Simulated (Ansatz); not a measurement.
Input and output of a self-consistent single point for ScIr2 (P1, 6 atoms in the cell) (Ansatz, a quantum-chemistry and plane-wave program).

Method of the run: LDA (PW92), PAW files made with PBE (plane waves; Ansatz).

The change in words: lattice scaled by 0.98. Reference geometry:
```yaml
crystal:
  lattice:
    - [0.00000, 3.68674, 3.68674]
    - [3.68674, 0.00000, 3.68674]
    - [3.68674, 3.68674, 0.00000]
  atoms:
    - { symbol: Sc, position: [0.75250, 0.74539, 0.75199] }
    - { symbol: Sc, position: [0.50347, 0.50027, 0.50358] }
    - { symbol: Ir, position: [0.12688, 0.62509, 0.12003] }
    - { symbol: Ir, position: [0.11403, 0.13349, 0.12263] }
    - { symbol: Ir, position: [0.62593, 0.12635, 0.12293] }
    - { symbol: Ir, position: [0.12718, 0.11942, 0.62884] }
```

Reference input (self-consistent single point, DFT, LDA (PW92), plane waves, PAW files made with PBE): basis.ecutwfc = 30.9 Ry; kpoints.mp_grid.grid = 4 4 4; hamiltonian.xc = lda; hamiltonian.pseudopotentials = {kind: paw} (the program's default PAW files); scf.occupations.method = fermi_dirac; scf.occupations.width = 0.0073 Ry. This run's input differs from it in these lines:

```diff
@@ -3,5 +3,5 @@
   lattice:
-    - [0.00000000, 3.68674000, 3.68674000]
-    - [3.68674000, 0.00000000, 3.68674000]
-    - [3.68674000, 3.68674000, 0.00000000]
+    - [0.00000000, 3.61300500, 3.61300500]
+    - [3.61300500, 0.00000000, 3.61300500]
+    - [3.61300500, 3.61300500, 0.00000000]
   atoms:
```

Log, with long lists cut:

```
SCF iter   1: F=—  HF=-50845.690020 eV  |F-HF|=—  |Δ(HF+E_count)|=         —  Δρ=1.70e-1  dr2=6.43e1  ethr=3.10e-3  ⟨swp⟩=4.4  Hψ=5968  notcnv=0
all-band conjugate gradients solve this SCF's bands
preconditioner: auto → Kerker (q_TF=auto, 2.707 Å⁻¹)
SCF iter   2: F=—  HF=-50841.982868 eV  |F-HF|=—  |Δ(HF+E_count)|=    3.71e0  Δρ=8.02e-2  dr2=1.48e1  ethr=3.10e-3  ⟨swp⟩=2.1  Hψ=3252  notcnv=0
   [... lines left out ...]
SCF iter   6: F=—  HF=-50840.662203 eV  |F-HF|=—  |Δ(HF+E_count)|=   4.50e-4  Δρ=3.93e-4  dr2=2.88e-4  ethr=4.14e-6  ⟨swp⟩=1.5  Hψ=2047  notcnv=0
SCF iter   7: F=—  HF=-50840.662152 eV  |F-HF|=—  |Δ(HF+E_count)|=   5.08e-5  Δρ=5.03e-5  dr2=2.47e-6  ethr=3.20e-7  ⟨swp⟩=1.6  Hψ=2084  notcnv=0
SCF iter   8: F=—  HF=-50840.662151 eV  |F-HF|=—  |Δ(HF+E_count)|=   6.94e-7  Δρ=9.20e-6  dr2=8.90e-8  ethr=1.11e-10  ⟨swp⟩=4.5  Hψ=8074  notcnv=0
SCF iter   9: F=-50840.662151 eV  HF=-50840.662151 eV  |F-HF|=6.90e-9  |Δ(HF+E_count)|=   2.88e-8  Δρ=2.61e-6  dr2=8.07e-9  ethr=9.89e-11  ⟨swp⟩=2.0  Hψ=6914  notcnv=0
SCF 1 converged in 9 iterations: F = -50840.662151 eV  dr2 = 8.07e-9
Free energy (F): -50840.662151 eV
Internal energy: -50840.536166 eV  (E = F + TS)
E sigma→0 (E₀):  -50840.599158 eV
Entropy (-TS):   -0.125986 eV (-20.998 meV/atom)
Fermi energy:    20.066733 eV
--- Forces (eV/Å), atoms counted from 1 ---
  atom   1  Sc     0.10284948    -0.09430881     0.11942215
  atom   2  Sc    -0.11651684    -0.15658093    -0.08305950
  atom   3  Ir     0.06471889     0.31087674    -0.16629881
  atom   4  Ir     0.28709584     0.60357739     0.19816743
  atom   5  Ir     0.25554238    -0.22046123    -0.56361652
  atom   6  Ir    -0.59368956    -0.44310322     0.49538524
--- Stress (GPa, compression-positive) ---
        5.738234       0.011254       0.003142
        0.011254       5.890724       0.149340
        0.003142       0.149340       5.876798
  P = ⅓ Tr σ = 5.8353 GPa (58.353 kbar)
  The stress holds the Pulay correction. Without it, at fixed plane waves, as pw.x and ABINIT print it: P = 5.7923 GPa
```

The run converged in 9 iterations. Against the reference run the free energy falls by 11.9 meV/atom, the pressure goes from -8.87 to 5.84 GPa and the largest force goes from 0.674 to 0.891 eV/Å.

The starting cell comes from a database of computed structures (which also holds hypothetical and non-ambient phases and stackings), without a prior relaxation at this level. Its atoms were displaced at random from the sites of space group no. 227. For this run, on top of that: lattice scaled by 0.98. Spin polarisation is off. With a pressure of about 6 GPa the cell is away from its equilibrium volume at this level. Ansatz's pressure includes its estimate of the finite-basis (Pulay) stress.

Keys are those of Ansatz 0.2.
